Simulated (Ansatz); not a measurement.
Defect: interstitial N in 3C silicon carbide, charge state -1. The step: N moves alone to another site (a rearrangement that moves the defect's centre by under 1 Å); the atom moves 0.75 Å along (0.12, 0.00, 0.12) of the unit cell; the moving atom starts with neighbours C at 1.42; Si at 1.63, Si at 1.81 Å and ends with C at 1.42; Si at 1.63, Si at 1.81 Å. A PBE band in Ansatz (plane-wave PAW, a 2×2×2 k-point mesh shifted by half a step, 64 host sites, 47 SCF runs with any check of the saddle's order, static, no finite-size correction) gives a forward barrier of 0.086 eV. The saddle point's order was not checked, and it lies on a symmetry element of the cell, where a band can be held. The charge state is imposed; whether it is stable for some Fermi level was not computed. Sites that were not tried may lie lower.

Single points at the band's start and saddle point can refine it. Rough cost of one point, in units of the band's mean SCF on the same machine:

```
Level                                                          Cost of one point
-------------------------------------------------------------  -----------------
PBE, a 3×3×3 k-point mesh shifted by half a step                         about 5
r2SCAN at 500 eV, a 2×2×2 k-point mesh shifted by half a step            about 3
```

**Question.** Which of these move the barrier by more than 0.1 eV, and how far does each move it?

**Answer.** Not one does. PBE, a 3×3×3 k-point mesh shifted by half a step: 0.00 eV; r2SCAN at 500 eV, a 2×2×2 k-point mesh shifted by half a step: +0.06 eV. Each functional is compared with PBE at the same k-points.

Ansatz is a program for electronic structure.
